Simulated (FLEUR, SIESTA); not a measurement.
A FLEUR input for a self-consistent single point of TiNbB4 (P6/mmm, 6 atoms in the cell) (DFT, PBEsol, all-electron FLAPW (FLEUR), scalar-relativistic valence):

Input of the input generator:

```
TiNbB4 FLAPW
&input film=f /
5.8336407996 0.0000001018 0.0000000000
-2.9168204880 5.0520810781 0.0000000000
0.0000000000 0.0000000000 12.4711152786
1.0
1.0 1.0 1.0

6
22 0.0000000000 0.0000000000 0.5000000000
41 0.0000000000 0.0000000000 0.0000000000
5 0.3333333333 0.6666666667 0.7407700000
5 0.6666666667 0.3333333333 0.2592300000
5 0.6666666667 0.3333333333 0.7407700000
5 0.3333333333 0.6666666667 0.2592300000

&comp jspins=1 /
&exco xctyp='PBEs' /
&kpt div1=10 div2=10 div3=4 gamma=t /
&end /
```

```xml
<?xml version="1.0" encoding="UTF-8" standalone="no"?>
<fleurInput fleurInputVersion="0.39">
   <comment>
      TiNbB4 FLAPW                                                                                        
   </comment>
   <calculationSetup>
      <cutoffs Kmax="3.9" Gmax="15.6" GmaxXC="15.6" numbands="0"/>
      <scfLoop itmax="60" minDistance="0.00001" maxIterBroyd="99" imix="Anderson" alpha="0.05" precondParam="0.0" spinf="2.0"/>
      <coreElectrons ctail="T" frcor="F" kcrel="0" coretail_lmax="0"/>
      <xcFunctional name="PBEs" relativisticCorrections="F"/>
      <magnetism jspins="1"/>
      <soc l_soc="F" theta="0.0" phi="0.0" spav="F"/>
      <expertModes spex="0" secvar="F"/>
      <geometryOptimization l_f="T" forcealpha="1.0" forcemix="BFGS" epsdisp="0.00001" epsforce="0.00001"/>
      <ldaU l_linMix="F" mixParam="0.05" spinf="1.0"/>
   </calculationSetup>
   <cell>
      <bzIntegration valenceElectrons="37.0" mode="hist" fermiSmearingEnergy="0.00367493">
         <kPointListSelection listName="default-1"/>
         <!-- k-points included here -->
         <xi:include xmlns:xi="http://www.w3.org/2001/XInclude" href="kpts.xml"> </xi:include>
      </bzIntegration>
      <!-- symmetry operations included here -->
      <xi:include xmlns:xi="http://www.w3.org/2001/XInclude" href="sym.xml"> </xi:include>
      <bulkLattice scale="1.0">
         <bravaisMatrix>
            <row-1>    5.8336407996000004     0.0000001018000000     0.0000000000000000</row-1>
            <row-2>   -2.9168204879999999     5.0520810780999996     0.0000000000000000</row-2>
            <row-3>    0.0000000000000000     0.0000000000000000    12.4711152785999992</row-3>
         </bravaisMatrix>
      </bulkLattice>
   </cell>
   <atomSpecies>
      <species name="Titanium (Ti)" element="Ti" atomicNumber="22">
         <mtSphere radius="2.64" gridPoints="913" logIncrement="0.013"/>
         <atomicCutoffs lmax="10" lnonsphr="8"/>
         <electronConfig flipSpins="F">
            <coreConfig>(1s1/2) (2s1/2) (2p1/2) (2p3/2)</coreConfig>
            <valenceConfig>(3s1/2) (3p1/2) (3p3/2) (4s1/2) (3d3/2) (3d5/2)</valenceConfig>
            <stateOccupation state="(3d3/2)" spinUp="0.4" spinDown="0.4"/>
            <stateOccupation state="(3d5/2)" spinUp="0.6" spinDown="0.6"/>
         </electronConfig>
         <energyParameters s="4" p="4" d="3" f="4"/>
         <lo type="SCLO" l="0" n="3" eDeriv="0"/>
         <lo type="SCLO" l="1" n="3" eDeriv="0"/>
      </species>
      <species name="Niobium (Nb)" element="Nb" atomicNumber="41">
         <mtSphere radius="2.68" gridPoints="925" logIncrement="0.014"/>
         <atomicCutoffs lmax="10" lnonsphr="8"/>
         <electronConfig flipSpins="F">
            <coreConfig>(1s1/2) (2s1/2) (2p1/2) (2p3/2) (3s1/2) (3p1/2) (3p3/2) (3d3/2) (3d5/2)</coreConfig>
            <valenceConfig>(4s1/2) (4p1/2) (4p3/2) (5s1/2) (4d3/2) (4d5/2)</valenceConfig>
            <stateOccupation state="(5s1/2)" spinUp="0.5" spinDown="0.5"/>
            <stateOccupation state="(4d3/2)" spinUp="0.8" spinDown="0.8"/>
            <stateOccupation state="(4d5/2)" spinUp="1.2" spinDown="1.2"/>
         </electronConfig>
         <energyParameters s="5" p="5" d="4" f="4"/>
         <lo type="SCLO" l="0" n="4" eDeriv="0"/>
         <lo type="SCLO" l="1" n="4" eDeriv="0"/>
      </species>
      <species name="Boron (B)" element="B" atomicNumber="5">
         <mtSphere radius="1.57" gridPoints="543" logIncrement="0.019"/>
         <atomicCutoffs lmax="6" lnonsphr="4"/>
         <electronConfig flipSpins="F">
            <coreConfig>(1s1/2)</coreConfig>
            <valenceConfig>(2s1/2) (2p1/2) (2p3/2)</valenceConfig>
            <stateOccupation state="(2p1/2)" spinUp="0.1666666666667" spinDown="0.1666666666667"/>
            <stateOccupation state="(2p3/2)" spinUp="0.3333333333333" spinDown="0.3333333333333"/>
         </electronConfig>
         <energyParameters s="2" p="2" d="3" f="4"/>
      </species>
   </atomSpecies>
   <atomGroups>
      <atomGroup species="Titanium (Ti)">
         <relPos label="                   1">.0000000000 .0000000000 1.000/2.000</relPos>
         <force calculate="T" relaxXYZ="TTT"/>
      </atomGroup>
      <atomGroup species="Niobium (Nb)">
         <relPos label="                   2">.0000000000 .0000000000 .0000000000</relPos>
         <force calculate="T" relaxXYZ="TTT"/>
      </atomGroup>
      <atomGroup species="Boron (B)">
         <relPos label="                   3">1.000/3.000 -1.000/3.000 -.2592300000</relPos>
         <relPos label="                   4">-1.000/3.000 1.000/3.000 .2592300000</relPos>
         <relPos label="                   5">-1.000/3.000 1.000/3.000 -.2592300000</relPos>
         <relPos label="                   6">1.000/3.000 -1.000/3.000 .2592300000</relPos>
         <force calculate="T" relaxXYZ="TTT"/>
      </atomGroup>
   </atomGroups>
   <output dos="F" band="F" slice="F">
      <checks vchk="F" cdinf="F"/>
      <bandDOS minEnergy="-.5*Htr" maxEnergy="0.5*Htr" sigma="0.015" storeEVData="T"/>
      <vacuumDOS vacdos="F" integ="F" star="F" nstars="0" locx1="0.0" locy1="0.0" locx2="0.0" locy2="0.0" nstm="0" tworkf="0.0"/>
      <unfoldingBand unfoldBand="F" supercellX="1" supercellY="1" supercellZ="1"/>
      <plotting iplot="0" polar="F">
         <plot TwoD="T" vec1="  1.0  0.0  0.0" vec2="  0.0  1.0  0.0" vec3="  0.0  0.0  1.0" zero="  0.0  0.0  0.0" file="plot"/>
      </plotting>
      <chargeDensitySlicing numkpt="0" minEigenval="0.0" maxEigenval="0.0" nnne="0" pallst="F"/>
      <specialOutput eonly="F"/>
      <magneticCircularDichroism mcd="F" energyLo="-10.0" energyUp="0.0"/>
   </output>
  <!-- We include the file relax.xml here to enable relaxations (see documentation) -->
  <xi:include xmlns:xi="http://www.w3.org/2001/XInclude" href="relax.xml"> <xi:fallback/> </xi:include>
</fleurInput>
```

Give the SIESTA input for the same structure, mesh, smearing and functional.

This is the input that was run; spellings and numerical settings could be chosen otherwise.

```
# files in the folder: Ti.psml Nb.psml B.psml (PseudoDojo PBEsol standard)
SystemName  TiNbB4
SystemLabel TiNbB4

NumberOfAtoms                6
NumberOfSpecies              3
%block ChemicalSpeciesLabel
  1 22 Ti
  2 41 Nb
  3 5 B
%endblock ChemicalSpeciesLabel
LatticeConstant              3.087030 Ang
%block LatticeVectors
     1.000000000    0.000000000    0.000000000
    -0.500000000    0.866025273    0.000000000
     0.000000000    0.000000000    2.137792636
%endblock LatticeVectors
AtomicCoordinatesFormat      Fractional
%block AtomicCoordinatesAndAtomicSpecies
     0.000000000    0.000000000    0.500000000  1
     0.000000000    0.000000000    0.000000000  2
     0.333333000    0.666667000    0.740770000  3
     0.666667000    0.333333000    0.259230000  3
     0.666667000    0.333333000    0.740770000  3
     0.333333000    0.666667000    0.259230000  3
%endblock AtomicCoordinatesAndAtomicSpecies

XC.functional                GGA
XC.authors                   PBEsol
PAO.BasisSize                DZP
PAO.EnergyShift              0.005 Ry
MeshCutoff                   400 Ry
%block kgrid.MonkhorstPack
   10   0   0  0.0
    0  10   0  0.0
    0   0   4  0.0
%endblock kgrid.MonkhorstPack
OccupationFunction           FD
ElectronicTemperature        1160.45 K

MaxSCFIterations             150
SCF.Mixer.Method             Pulay
SCF.Mixer.Weight             0.25
SCF.Mixer.History            6
SCF.DM.Tolerance             1.0E-04
Diag.ParallelOverK           true
WriteForces                  true
```

Basis settings and potentials, where a program has them, do not carry over. This input uses DFT, GGA PBEsol, numerical atomic orbitals DZP, PseudoDojo PBEsol standard norm-conserving potentials (rewritten from UPF to PSML).

The starting cell comes from a database of computed structures (which also holds hypothetical and non-ambient phases and stackings), without a prior relaxation at this level. Its lattice was rescaled by a random factor within 2.5 % of one.
